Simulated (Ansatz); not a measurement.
Cost and result by functional for the adsorption energy of SiH3 on the 1x1 (10-10) surface of wurtzite AlN (cut with top plane Al + N), one in a 2x1 cell, started at the site 'bridge Al-Al-Al-N (span 3.1 Å)', in Ansatz (plane waves, PAW). Single points on the PBE structure, on one kind of machine; costs are rough ratios of the slab run's core time (references not counted) to the cheapest single point. r2SCAN's cost holds its higher cutoff (500 against 420 eV). Differences are taken against r2SCAN for comparison alone: no measured value is at hand, so the table doesn't rank accuracy. The points keep PBE's geometry, so the relaxation of a polaron and the settling of charge on one site are left out.

Host crystal: wurtzite AlN, with a band gap (PBE, scalar-relativistic without spin-orbit coupling).

Slab: 36 atoms, 8.9 Å thick at the start under the adsorbate (thin: gaps and levels are the slab's own); k 3x4x1, smearing 0.01 eV, dipole-corrected; 16 atoms held, the rest relaxed; no symmetry held; spin-polarised, ending with about 0.8 μB a cell; orders that need a larger cell were not tried, no spin-orbit, no U, no dispersion correction. At the end it is bonded to N. In PBE it is, or lies within 0.03 eV of, the lowest of the starts that converged. These notes are the PBE run's. RPBE: The program's check for a lower electronic state was not made. r2SCAN: The program's check for a lower electronic state was not made. Adsorption energies are against SiH4(g) − ½ H2(g). A negative adsorption energy means that the adsorbate is more stable on the surface than in its reference.

```csv
functional,relative cost,adsorption energy (eV),less r2SCAN (eV)
RPBE,1,0.05,0.39
r2SCAN,2,-0.34,0.00
PBE (the relaxed run's value),–,-0.18,0.16
```

The values span 0.39 eV, while the single points' costs differ by a factor of roughly 2. Differences are of unrounded values.

Ansatz is a first-principles code.
